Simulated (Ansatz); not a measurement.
**What isotropic strain −1.50 % does to GaSb**

Base system: GaSb in the zinc blende structure (space group F-43m, No. 216; a = 6.049 Å).

One thing is altered: the cell is scaled by 0.9850 in all directions, atoms relaxed at fixed cell.

All numbers come from plane-wave PAW DFT at the LDA level (Ansatz, an electronic-structure program, 420 eV), spin-orbit coupling left out. Γ-centred 13×13×13 mesh, Fermi–Dirac width 0.05 eV.

```csv
quantity,base,changed,shift
volume per atom,27.66 Å³,26.44 Å³,-1.226 Å³
space group,F-43m (No. 216),F-43m (No. 216),–
shortest interatomic distance,261.9 pm,258.0 pm,-3.9 pm
energy relative to the base (free energy F),0 meV/atom,+10 meV/atom,+10 meV/atom
pressure,0.0 kbar,28.1 kbar,+28.1 kbar
band gap (uncertain: the Fermi level lies in a band; the base alone),0.07 eV,0.40 eV,+0.33 eV
```

Final structure:

```
CELL_PARAMETERS angstrom
      0.00000     2.97903     2.97903
      2.97903     0.00000     2.97903
      2.97903     2.97903     0.00000
ATOMIC_POSITIONS crystal
  Ga 0.00000 0.00000 0.00000
  Sb 0.25000 0.25000 0.25000
```

Spin-orbit coupling, missing from the scalar runs, can matter with Sb. No phonon test of stability was made. A zero or small gap of GaSb can be the functional's error rather than a property of the material.
